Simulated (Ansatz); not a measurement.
Consider Li in the bcc (W type) structure (space group Im-3m, No. 229).

```yaml
crystal:
  lattice:
    - [-1.71759, 1.71759, 1.71759]
    - [1.71759, -1.71759, 1.71759]
    - [1.71759, 1.71759, -1.71759]
  atoms:
    - { symbol: Li, position: [0.00000, 0.00000, 0.00000] }
```

Level of theory: PBE (Ansatz, a program for electronic structure), no SOC.

One change was made to it. Results:

| quantity | base | after |
|---|---|---|
| shortest interatomic distance | 2.975 Å | 2.884 Å |
| density | 0.57 g/cm³ | 0.62 g/cm³ |

Problem. What was done to the base?
(A) pressure 7.5 GPa
(B) pressure 0.7 GPa
(C) pressure 1.5 GPa
(D) pressure 3 GPa
(E) pressure 5 GPa

Solution. C, pressure 1.5 GPa. For comparison, the shortest interatomic distance in the other runs: pressure 3 GPa gives 2.817 Å; pressure 5 GPa gives 2.746 Å; pressure 7.5 GPa gives 2.676 Å; pressure 0.7 GPa gives 2.929 Å.

Load acts through the strain it causes; cell and atoms are relaxed under it. No phonon test of stability was made. No other phases were tried under pressure.
